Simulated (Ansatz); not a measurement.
The parent structure is BeS in the zinc blende structure (space group F-43m, No. 216; a = 4.8380 Å).

Levels (all Ansatz, an electronic-structure program, PAW): PBEsol (420 eV, no spin-orbit coupling); r2SCAN (500 eV, without spin-orbit coupling).

The geometry is relaxed with PBEsol.

- PBEsol width of the top valence band = 3.44 eV
- PBEsol smallest direct gap = 5.54 eV
- PBEsol lowest conduction level above the VBM at special points = X 2.91 eV; U 4.19 eV; K 4.19 eV; L 5.38 eV
- PBEsol electron mass = 0.80 mₑ along k, 0.28 mₑ across (at X)

Task: Predict the width of the top valence band, smallest direct gap, lowest conduction level above the VBM at special points and electron mass from r2SCAN.

Result: The width of the top valence band hardly moves (3.44 eV against 3.45 eV); the smallest direct gap goes up by 0.68 eV to 6.22 eV; the lowest conduction level above the VBM at special points goes from X 2.91 eV; U 4.19 eV; K 4.19 eV; L 5.38 eV to X 3.55 eV; U 4.83 eV; K 4.83 eV; L 6.10 eV; the electron mass becomes 0.78 mₑ along k, 0.28 mₑ across (at X) (PBEsol: 0.80 mₑ along k, 0.28 mₑ across (at X)).

Single points use the geometry relaxed with PBEsol. Effective masses come from finite differences of ±0.01 Å⁻¹. Along k means along the line from Γ to the band edge. Whether these cells are dynamically stable was not tested.
